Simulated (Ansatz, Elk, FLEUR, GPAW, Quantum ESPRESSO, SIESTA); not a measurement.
## Code comparison for FePt (P4/mmm, 2 atoms in the cell)

Self-consistent single point, at a second geometry (lattice scaled by 0.98). First geometry:

```
FePt
1.0
    2.72000     0.00000     0.00000
    0.00000     2.72000     0.00000
    0.00000     0.00000     3.71000
Fe Pt
1 1
Cartesian
  0.00000   0.00000   0.00000
  1.36000   1.36000   1.85500
```
Moments meant for the start (each program seeds them in its own way; μB, in the order of the atoms Fe Pt): 3.0 0.0.

Shared settings, as Ansatz (a first-principles code) writes them: kpoints.mp_grid.grid = 9 9 7; scf.occupations.method = gaussian; scf.occupations.width = 0.1 eV. Potentials and cutoffs stand in the table.

```tsv
code	model	ΔF from the first geometry (meV/atom)	pressure (GPa)	size of the net moment (μB/atom)	cutoff
FLEUR	PBE, all-electron FLAPW (FLEUR), scalar-relativistic valence	–	–	1.57	Kmax 4.3 1/bohr
Ansatz	PBE, default PAW files	60.9	20.33	1.57	420 eV
SIESTA	GGA PBE, numerical atomic orbitals DZP, PseudoDojo PBE standard norm-conserving potentials (rewritten from UPF to PSML)	61.6	20.96	1.61	grid 400 Ry
GPAW	PBE, GPAW PAW datasets PBE (gpaw-data 1.0.1)	65.0	21.12	1.57	850 eV
Elk	PBE, all-electron FP-LAPW, Elk's shipped species files, APW+lo basis with extra local orbitals	–	–	1.56	rgkmax 7.5
Quantum ESPRESSO	PBE, PSlibrary ultrasoft (PBE) pseudopotentials	69.3	22.26	1.58	55 Ry
```

A dash marks a value that a program does not give, or that is left out as unsure.

On Ansatz's run: spin-orbit coupling is off. The magnetic order is the one reached from the typed start; others were not searched systematically.

The spread over the programs that give each value: ΔF from the first geometry within 8.4 meV/atom; pressure within 1.93 GPa; size of the net moment within 0.05 μB/atom.

SIESTA uses small atom-centred bases, whose incompleteness enters pressures, forces and empty levels differently from a plane-wave cutoff. FLEUR and Elk treat all electrons, but the usual bases taken here (sphere radii, linearisation, local orbitals, empty states) were not tested for convergence, so the values are no reference for the others. Ansatz's pressure is given at a fixed set of plane waves, as the other plane-wave codes print theirs; with its correction for the finite basis it is 20.43 GPa. In the pressure, Quantum ESPRESSO (by 1.14) lies more than 1 GPa from the median of the plane-wave programs.

The starting cell has typed, rounded lattice constants, without a prior relaxation at this level. For this run, on top of that: lattice scaled by 0.98.

Keys are those of Ansatz 0.2.
